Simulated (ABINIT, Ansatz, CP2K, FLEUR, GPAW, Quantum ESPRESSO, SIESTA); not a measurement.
# Code comparison for InSe (P6_3/mmc, 8 atoms in the cell)

Self-consistent single point.

```
InSe
1.0
    4.01344     0.00000     0.00000
   -2.00672     3.47574     0.00000
    0.00000     0.00000    17.30644
In Se
4 4
Direct
  0.33333   0.66667   0.33030
  0.66667   0.33333   0.66970
  0.66667   0.33333   0.83030
  0.33333   0.66667   0.16970
  0.33333   0.66667   0.59732
  0.66667   0.33333   0.40268
  0.66667   0.33333   0.09732
  0.33333   0.66667   0.90268
```

All programs got the same cell, k-point mesh and kind of occupations (in Ansatz's words: kpoints.mp_grid.grid = 5 5 1; scf.occupations.method = fermi_dirac; scf.occupations.width = 0.05 eV); potentials, basis and cutoffs are each program's usual ones.

| code | model | pressure (GPa) | largest force (eV/Å) | gap on the mesh (eV) | k-points | cutoff |
|---|---|---|---|---|---|---|
| SIESTA | GGA PBE, numerical atomic orbitals TZP, PseudoDojo PBE standard norm-conserving potentials (rewritten from UPF to PSML) | 3.87 | 0.660 | 0.507 | 13 | grid 400 Ry |
| ABINIT | PBE, PAW (JTH v2.0 PBE PAW) | 2.37 | 0.363 | 0.574 | 5 | 40 Ry |
| FLEUR | PBE, all-electron FLAPW (FLEUR), scalar-relativistic valence | – | 0.400 | 0.596 | 5 | Kmax 4.3 1/bohr |
| GPAW | PBE, GPAW PAW datasets PBE (gpaw-data 1.0.1) | 2.50 | 0.330 | 0.580 | 5 | 600 eV |
| Ansatz | PBE, default PAW files | 2.73 | 0.353 | 0.587 | 5 | default |
| Quantum ESPRESSO | PBE, GBRV 1.5 ultrasoft (PBE) pseudopotentials | 2.20 | 0.353 | 0.567 | 5 | 40 Ry |
| CP2K | PBE, GPW, DZVP-MOLOPT-PBE-GTH basis, GTH-PBE potentials (POTENTIAL_UZH) | 3.27 | 0.470 | 0.552 | 13 | grid 500 Ry |

Size of the force on each atom (eV/Å): Sizes of forces hide their directions.

| code | In1 | In2 | In3 | In4 | Se5 | Se6 | Se7 | Se8 |
|---|---|---|---|---|---|---|---|---|
| SIESTA | 0.446 | 0.446 | 0.446 | 0.446 | 0.660 | 0.660 | 0.660 | 0.660 |
| ABINIT | 0.211 | 0.211 | 0.211 | 0.211 | 0.363 | 0.363 | 0.363 | 0.363 |
| FLEUR | 0.248 | 0.248 | 0.248 | 0.248 | 0.400 | 0.400 | 0.400 | 0.400 |
| GPAW | 0.213 | 0.213 | 0.213 | 0.213 | 0.330 | 0.330 | 0.330 | 0.330 |
| Ansatz | 0.198 | 0.198 | 0.198 | 0.198 | 0.353 | 0.353 | 0.353 | 0.353 |
| Quantum ESPRESSO | 0.206 | 0.206 | 0.206 | 0.206 | 0.353 | 0.353 | 0.353 | 0.353 |
| CP2K | 0.269 | 0.269 | 0.273 | 0.273 | 0.470 | 0.470 | 0.470 | 0.470 |

A dash marks a value that a program does not give, or that is left out as unsure.

Gaps are read on the mesh.

The spread over the programs that give each value: pressure within 1.67 GPa; largest force within 0.330 eV/Å; gap on the mesh within 0.089 eV.

The starting cell comes from a database of computed structures (which also holds hypothetical and non-ambient phases and stackings), without a prior relaxation at this level. Its lattice was rescaled by a random factor within 2.5 % of one.

Why do the programs differ, and what cannot be compared?

Differences of this kind can come from the potentials, where these differ, and from what each basis and cutoff leave unconverged. The valence holds different numbers of electrons (SIESTA 116, ABINIT 76, FLEUR 116, GPAW 76, Ansatz (a quantum-chemistry and plane-wave program) 116, Quantum ESPRESSO 76, CP2K 76). The zero of total energies and Fermi levels follows the potentials and each program's conventions, so they are not compared here. SIESTA and CP2K use small atom-centred bases, whose incompleteness enters pressures, forces and empty levels differently from a plane-wave cutoff. FLEUR treats all electrons, but the usual bases taken here (sphere radii, linearisation, local orbitals, empty states) were not tested for convergence, so the values are no reference for the others. Ansatz's pressure is given at a fixed set of plane waves, as the other plane-wave codes print theirs. The programs reduce the same mesh by symmetry to different extents, which changes the work and not the result. In the pressure, SIESTA (by 1.43) lies more than 1 GPa from the median of the plane-wave programs. In the force vectors, SIESTA (by 0.308) and CP2K (by 0.118) lie more than 0.08 eV/Å from the median of the plane-wave programs.

Left out of this page: Elk (unsound by tests on forces, stress, charge or solver warnings).

Keys are those of Ansatz 0.2.
